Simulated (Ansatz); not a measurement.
We consider β-phase InSe (model structure), described by r²SCAN+rVV10 in Ansatz (plane waves, PAW).

Rigid layers of the crystal as relaxed at this level are moved apart or together:

```tsv
run	layer repeat (Å)	energy against free layers (meV/Å²)	gap on the mesh (eV)
1	8.02	-10.58	0.631
2	8.17	-13.43	0.682
3	8.32	-14.80	0.762
4	8.52	-15.13	0.890
5	8.82	-13.88	1.092
6	9.32	-10.43	1.391
7	10.32	-5.18	1.755
8	12.32	-1.65	1.977
```

The lowest energy of these points lies at a layer repeat of 8.52 Å.

Spin–orbit coupling is not included.

A model structure was made by putting elements into a prototype or built by hand; it is no filed structure, need not be a known phase, and can be a saddle point held by its symmetry.

Ansatz is a quantum-chemistry and plane-wave program.
